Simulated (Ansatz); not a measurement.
## TiSi (Cmmm, No. 65; start mp-22558): properties by level of theory

```tsv
level (code)	bulk modulus (GPa)	cohesive energy (eV/atom)
LDA (Ansatz)	147	___
PBEsol (Ansatz)	___	___
r²SCAN (Ansatz)	___	___
```

Question: What belongs in the gaps?

Answer: 
- LDA (Ansatz, an electronic-structure program), cohesive energy (eV/atom): 6.50
- PBEsol (Ansatz), bulk modulus (GPa): 139
- PBEsol (Ansatz), cohesive energy (eV/atom): 6.01
- r²SCAN (Ansatz), bulk modulus (GPa): 131
- r²SCAN (Ansatz), cohesive energy (eV/atom): 5.20

Caveats: the bulk modulus is −V dP/dV from two relaxed cells at ±2 % in volume (LDA, PBEsol, r²SCAN); the relaxation could not lower the start's symmetry, so the cell can be a saddle point above a distorted one (LDA, PBEsol, r²SCAN). Ansatz's density-functional and Hartree–Fock values are scalar-relativistic unless marked +SOC, with PAW data made under PBE.

Unless a cell is named, each level is at its own relaxed cell (LDA 13.75, PBEsol 14.12, r²SCAN 14.38 Å³/atom).

Static lattice: no zero-point or thermal effects.

A start named mp-… is a Materials Project structure, which can be a computed phase never made.
